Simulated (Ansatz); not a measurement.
Rutile MgH2 was calculated with PBE-D3(BJ) in Ansatz (plane waves, PAW).

Settings: plane-wave cutoff 520 eV, 8×8×12 k mesh (along the axes of the cell as run), Fermi–Dirac smearing 0.01 eV, scalar-relativistic PAW data made under PBE.

The cell is scaled about its equilibrium volume:

Shape and atoms are relaxed at each volume.

```csv
V (Å³/atom),P (GPa),direct gap at Γ (eV),smallest gap on the k mesh (eV),c (Å)
9.400,2.27,5.052,3.799,2.964
9.596,1.07,5.078,3.791,2.976
9.792,-0.02,5.107,3.782,2.988
9.988,-1.01,5.135,3.772,3.000
10.184,-1.92,5.164,3.760,3.012
```

The fundamental gap (3.74 eV at the equilibrium volume, with added k points) lies elsewhere than Γ–Γ.

Note: the bulk modulus comes from volumes at which shape and atoms were relaxed.

Ansatz is a first-principles code.
